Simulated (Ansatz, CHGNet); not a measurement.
CsCl-type CuZn: properties by level of theory

Reference values: lattice constant a 2.958 Å (measured, temperature not stated, not corrected to a static lattice; as tabulated in First-Principles Study on the Electrical and Thermal Conductivities of Cu–Zn …); formation enthalpy -0.124 eV/atom (measured, temperature not stated, not corrected to a static lattice; as tabulated in Nepal et al. (2020), arXiv:2007.11150).

| level (code) | equilibrium lattice constant a (Å) | formation enthalpy (eV/atom) |
|---|---|---|
| CHGNet 0.3.0 | 2.959 | -0.070 |
| CHGNet-r²SCAN | 2.922 | -0.072 |
| LDA (Ansatz) | 2.870 | -0.106 |
| PBE-D3(BJ) (Ansatz) | 2.911 | -0.098 |
| PBE-D4 (Ansatz) | 2.921 | ? |

**Question.** What belongs in the gaps?

**Answer.** 
- PBE-D4 (Ansatz, a first-principles code), formation enthalpy (eV/atom): -0.092

Differences from the reference values (errors of the level alone only where the reference is corrected to a static lattice):

| level | lattice constant a (%) | formation enthalpy (eV/atom) |
|---|---|---|
| CHGNet 0.3.0 | +0.03 | +0.054 |
| CHGNet-r²SCAN | -1.22 | +0.052 |
| LDA | -2.97 | +0.018 |
| PBE-D3(BJ) | -1.59 | +0.026 |
| PBE-D4 | -1.25 | +0.032 |

Nearest: lattice constant a, not ranked (reference at room or unstated temperature); formation enthalpy, not ranked (one source).

Machine-learned potentials (CHGNet 0.3.0, CHGNet-r²SCAN) are trained on DFT data: a solid inside that data is no test of them.

Ansatz's density-functional and Hartree–Fock values are scalar-relativistic unless marked +SOC, with PAW data made under PBE.

Differences are worked out from the printed values.

The computed numbers hold no vibrational or temperature effects.
